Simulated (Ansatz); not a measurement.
C11b WSi2, treated with LDA (Ansatz, a first-principles code, plane waves, PAW).

Settings: plane-wave cutoff 520 eV, 24×24×24 k mesh, Fermi–Dirac smearing 0.05 eV, no spin polarisation, scalar-relativistic PAW data made under PBE.

A third-order Birch–Murnaghan fit to the energies gives V0 = 13.143 Å³/atom, B0 = 238 GPa, B′ = 4.4.

| V (Å³/atom) | P (GPa) |
|---|---|
| 12.617 | 10.61 |
| 12.880 | [?] |
| 13.142 | 0.00 |
| 13.405 | [?] |
| 13.668 | -8.56 |

### Question
Estimate the withheld pressures from this fit; the answers are the runs' own values.

### Answer

- 12.880, P (GPa): 5.02
- 13.405, P (GPa): -4.51

The formula P = (3/2) B0 (x^(7/3) − x^(5/3)) [1 + (3/4)(B′ − 4)(x^(2/3) − 1)] with x = V0/V meets the computed pressures within 0.03 GPa when these rounded values are put in.

Shape and atoms are relaxed at each volume.

Note: the bulk modulus comes from volumes at which shape and atoms were relaxed.

Spin–orbit coupling is not included.

The computed numbers hold no vibrational or temperature effects.
